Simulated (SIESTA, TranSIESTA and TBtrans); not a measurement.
Ir chain with one O atom inserted

Junction: Ir chain with one O atom inserted. Leads: straight Ir chain, spacing 2.438 Å. Geometry: as built, not relaxed.

Computed with TranSIESTA and TBtrans, PBE, DZP numerical orbitals (energy shift 0.15 eV), PseudoDojo norm-conserving scalar-relativistic potentials, mesh cutoff 200 Ry, 300 K, spin-polarised (collinear), no spin-orbit coupling; self-consistent non-equilibrium Green functions.

Conductance at 300 K (G0 = 2e²/h): 2.89
Mean T from −0.5 to 0.5 eV: 2.86

Energies count from the leads' Fermi level. Transmissions are for each spin. The energy step is 0.01 eV; narrower resonances are cut or missed.

| E (eV) | T up | T down | lead channels up | down |
|---|---|---|---|---|
| -2.00 | 2.02 | 1.74 | 3 | 3 |
| -1.90 | 2.20 | 1.82 | 4 | 3 |
| -1.80 | 2.27 | 1.90 | 4 | 3 |
| -1.70 | 2.33 | 1.98 | 4 | 3 |
| -1.60 | 2.38 | 2.05 | 4 | 3 |
| -1.50 | 2.45 | 2.14 | 4 | 3 |
| -1.40 | 2.51 | 2.37 | band edge | 4 |
| -1.30 | 2.57 | 2.47 | 6 | 4 |
| -1.20 | 2.64 | 2.53 | 6 | 4 |
| -1.10 | 2.71 | 2.57 | 6 | 4 |
| -1.00 | 2.77 | 2.62 | 6 | 4 |
| -0.90 | 2.83 | 2.66 | 6 | 4 |
| -0.80 | 2.88 | 2.70 | 6 | 4 |
| -0.70 | 3.05 | 2.74 | 6 | band edge |
| -0.60 | 3.11 | 2.77 | band edge | 6 |
| -0.50 | 2.95 | 2.79 | 4 | 6 |
| -0.40 | 2.96 | 2.80 | 4 | 6 |
| -0.30 | 2.96 | 2.81 | 4 | 6 |
| -0.20 | 2.96 | 2.82 | 4 | 6 |
| -0.10 | 2.95 | 2.84 | 4 | 6 |
| 0.00 | 2.93 | 2.84 | 4 | 6 |
| 0.10 | 2.92 | 2.82 | 4 | 6 |
| 0.20 | 2.90 | 2.82 | 4 | band edge |
| 0.30 | 2.91 | 2.82 | 4 | 4 |
| 0.40 | 2.72 | 2.83 | 3 | 4 |
| 0.50 | 2.57 | 2.84 | 3 | 4 |
| 0.60 | 2.46 | 2.86 | 3 | 4 |
| 0.70 | 2.34 | 2.87 | 3 | 4 |
| 0.80 | 2.20 | 2.88 | 3 | 4 |
| 0.90 | 1.95 | 2.90 | 3 | 4 |
| 1.00 | 1.40 | 2.73 | 3 | 3 |
| 1.10 | 0.40 | 2.57 | 1 | 3 |
| 1.20 | 0.39 | 2.46 | 1 | 3 |
| 1.30 | 0.37 | 2.33 | 1 | 3 |
| 1.40 | 0.36 | 2.10 | 1 | 3 |
| 1.50 | 0.35 | 1.29 | 1 | 3 |
| 1.60 | 0.34 | 0.37 | 1 | 1 |
| 1.70 | 0.33 | 0.35 | 1 | 1 |
| 1.80 | 0.32 | 0.34 | 1 | 1 |
| 1.90 | 0.31 | 0.32 | 1 | 1 |
| 2.00 | 0.30 | 0.31 | 1 | 1 |

The magnetic order of the leads was set by the start, and no other order was tried; the separate lead runs end at 0.96 (left) and 0.96 (right) μB an atom. The straight chain is held at its spacing; free chains may zigzag or dimerise. Spin-orbit coupling, left out here, matters for the heavy atoms.
